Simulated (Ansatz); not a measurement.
ZnSe, response to strain

The reference is ZnSe in the zinc blende structure (space group F-43m, No. 216; a = 5.665 Å). Axes: x, y, z lie along the cube axes.

Strains are applied to the cell and any free atomic positions relax; under biaxial strain the out-of-plane vector relaxes too.

The values are results of Kohn–Sham DFT with the r2SCAN functional, run in Ansatz (a program for electronic structure) with PAW and 500 eV plane waves, no SOC, not measurements.

Candidates:
(a) isotropic strain +0.87 %
(b) tensor shear ε_yz = +2.84 %
(c) isotropic strain +3.34 %
(d) biaxial strain −4.63 %, plane normal [001], relaxed out of plane
(e) uniaxial strain ε_zz = −4.05 %

Notes on the quantities. energy relative to the base: free energy F.

Task: Order them by energy relative to the base, highest first.

Result: (c) isotropic strain +3.34 % (+42 meV/atom), (d) biaxial strain −4.63 %, plane normal [001], relaxed out of plane (+27 meV/atom), (e) uniaxial strain ε_zz = −4.05 % (+11 meV/atom), (b) tensor shear ε_yz = +2.84 % (+9.5 meV/atom), (a) isotropic strain +0.87 % (+3.1 meV/atom)

Stability against distortions was not tested.
